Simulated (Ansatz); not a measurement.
Candidates (primitive cells; geometry: relaxed with this functional, without spin-orbit coupling):
A. TaTc (Pm-3m), a = 3.152 Å, b = 3.152 Å, c = 3.152 Å, α = 90.00°, β = 90.00°, γ = 90.00°
B. HfTc (Pm-3m), a = 3.2271 Å, b = 3.2271 Å, c = 3.2271 Å, α = 90.00°, β = 90.00°, γ = 90.00°
C. AgZn (Pm-3m), a = 3.1160 Å, b = 3.1160 Å, c = 3.1160 Å, α = 90.00°, β = 90.00°, γ = 90.00°
D. ScAg (Pm-3m), a = b = c = 3.384 Å, α = β = γ = 90.00°

Rank these by mean free path at 300 K (lowest first), as Ansatz (a first-principles code) with PBEsol, DFPT electron-phonon coupling, linearised Boltzmann equation gives it.

D (5.1 nm), B (11.2 nm), C (15.6 nm), A (45 nm)

Metals; harmonic phonons alone scatter; means over directions. The mean free path is weighted by the current that each state carries. Halving the electron mesh moves these values by up to 10 %; q meshes are mostly untested. Spin-orbit coupling is left out.

Formula and space group known from diffraction (Crystallography Open Database), not checked to be the room-temperature form: AgZn (Pm-3m), HfTc (Pm-3m), ScAg (Pm-3m), TaTc (Pm-3m). The missing spin-orbit coupling matters most for HfTc (Pm-3m), TaTc (Pm-3m).
